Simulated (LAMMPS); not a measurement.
LAMMPS input (classical MD, Buckingham potential of van Beest, Kramer and van Santen, Phys. Rev. Lett. 64, 1955 (1990), used with rigid ions (no shells), PPPM sums, short-range terms cut at 10 Å, modified for these runs by an r^-4 repulsive force inside the short-range force's maximum):

```
units metal
atom_style charge
atom_modify map array
boundary p p p
read_data cell.data
replicate 4 2 3
pair_style hybrid/overlay coul/long 10.0 table linear 2000
pair_coeff * * coul/long
pair_coeff 1 1 table buck.table OO 10.0  # A 1388.77 eV, rho 0.36232 A, C 175 eV A^6
pair_coeff 1 2 table buck.table SiO 10.0  # A 18003.757 eV, rho 0.205205 A, C 133.538 eV A^6
kspace_style pppm 1.0e-5
mass 1 15.9990
mass 2 28.0850
neighbor 1.5 bin
neigh_modify every 1 delay 0 check yes one 6000 page 200000
timestep 0.001
compute xu all property/atom xu yu zu
thermo_style custom step temp pe etotal enthalpy press vol lx ly lz
thermo_modify norm no flush no
thermo 1000
fix br all box/relax aniso 0 vmax 0.001
min_style cg
minimize 0 0.0001 3000 15000
unfix br
velocity all create 3600 16273874 dist gaussian mom yes
fix md0 all npt temp 1800 1800 0.1 aniso 0 0 1.0 drag 1.0
run 7000
unfix md0
fix md0 all npt temp 1800 1800 0.1 aniso 0 0 1.0
run 21000
unfix md0
change_box all x final 0 20.08700 y final 0 17.39339 z final 0 16.53906 remap units box
fix md0 all nvt temp 1800 1800 0.1
run 3000
unfix md0
fix md0 all nvt temp 1800 1800 1.0
run 21000
unfix md0
fix md0 all nve
run 7000
unfix md0
```

cell.data:

```
O12Si6

18 atoms
2 atom types

0 4.916000 xlo xhi
0 8.514762 ylo yhi
0 5.405000 zlo zhi

Masses

1 15.9990 # O
2 28.0850 # Si

Atoms # charge

1 2 2.4 3.761477 1.999692 1.801667
2 2 2.4 1.303477 2.257689 0.000000
3 2 2.4 2.309045 0.000000 3.603333
4 1 -1.2 0.295697 1.760427 1.157931
5 1 -1.2 0.785577 3.633249 4.761264
6 1 -1.2 3.243577 0.624132 2.445402
7 1 -1.2 2.753697 2.496954 0.643736
8 1 -1.2 1.376726 1.136295 4.247069
9 1 -1.2 3.834726 3.121086 2.959598
10 2 2.4 1.303477 6.257073 1.801667
11 2 2.4 3.761477 6.515070 0.000000
12 2 2.4 4.767045 4.257381 3.603333
13 1 -1.2 2.753697 6.017808 1.157931
14 1 -1.2 3.243577 7.890630 4.761264
15 1 -1.2 0.785577 4.881513 2.445402
16 1 -1.2 0.295697 6.754335 0.643736
17 1 -1.2 3.834726 5.393676 4.247069
18 1 -1.2 1.376726 7.378467 2.959598
```

End of the log (thermodynamic rows thinned):

```
# run of 7000 steps: all nve
   Step         temp           pe       etotal        press          vol           lx           ly           lz
  52018      1772.48     -8289.92     -8191.18      10690.3      5778.43       20.087      17.3934      16.5391
  52298      1708.01     -8286.33     -8191.17      3871.15      5778.43       20.087      17.3934      16.5391
  52578      1800.75     -8291.52      -8191.2      12334.6      5778.43       20.087      17.3934      16.5391
  52858      1745.74     -8288.46      -8191.2      11067.5      5778.43       20.087      17.3934      16.5391
  53138      1761.29     -8289.28     -8191.15     -23.9357      5778.43       20.087      17.3934      16.5391
  53418      1790.82      -8290.9     -8191.13     -5309.13      5778.43       20.087      17.3934      16.5391
  53698      1824.45     -8292.76     -8191.12      5583.84      5778.43       20.087      17.3934      16.5391
  53978      1790.39     -8290.93     -8191.19      3877.31      5778.43       20.087      17.3934      16.5391
  54258       1714.9     -8286.66     -8191.12      2326.31      5778.43       20.087      17.3934      16.5391
  54538      1792.56     -8291.04     -8191.17     -788.582      5778.43       20.087      17.3934      16.5391
  54818      1654.15     -8283.26     -8191.11     -4024.34      5778.43       20.087      17.3934      16.5391
  55098      1728.95     -8287.43     -8191.11      646.595      5778.43       20.087      17.3934      16.5391
  55378      1760.28     -8289.24     -8191.17     -1682.86      5778.43       20.087      17.3934      16.5391
  55658      1690.79     -8285.31     -8191.11      12445.1      5778.43       20.087      17.3934      16.5391
  55938      1763.82      -8289.4     -8191.13     -11481.1      5778.43       20.087      17.3934      16.5391
  56218      1708.86     -8286.29     -8191.08      7240.69      5778.43       20.087      17.3934      16.5391
  56498      1804.89     -8291.67     -8191.12      4278.31      5778.43       20.087      17.3934      16.5391
  56778      1785.62     -8290.61     -8191.13     -6632.98      5778.43       20.087      17.3934      16.5391
  57058      1786.08     -8290.62     -8191.12     -155.619      5778.43       20.087      17.3934      16.5391
  57338      1811.33     -8292.03     -8191.12      9149.99      5778.43       20.087      17.3934      16.5391
  57618      1739.59        -8288     -8191.08     -4052.66      5778.43       20.087      17.3934      16.5391
  57898       1762.2     -8289.32     -8191.14     -5827.29      5778.43       20.087      17.3934      16.5391
  58178      1790.57     -8290.88     -8191.12      6354.67      5778.43       20.087      17.3934      16.5391
  58458      1778.09     -8290.16      -8191.1      10823.2      5778.43       20.087      17.3934      16.5391
  58738      1756.64     -8288.94     -8191.08     -14204.8      5778.43       20.087      17.3934      16.5391
```

```
Property                                                                                        Result
------------------------------  ----------------------------------------------------------------------
state found                     solid that has left the starting structure; no diffusion seen in 21 ps
density                                                                          2.4867 ± 0.0008 g/cm³
volume per atom                                                                      13.374 ± 0.004 Å³
enthalpy per atom                                                                   -18.947 ± 0.001 eV
first peak of g(r), O-Si                                                           1.61 Å, height 13.6
coordination number of O by Si                                                2.00 (counted to 2.42 Å)
```
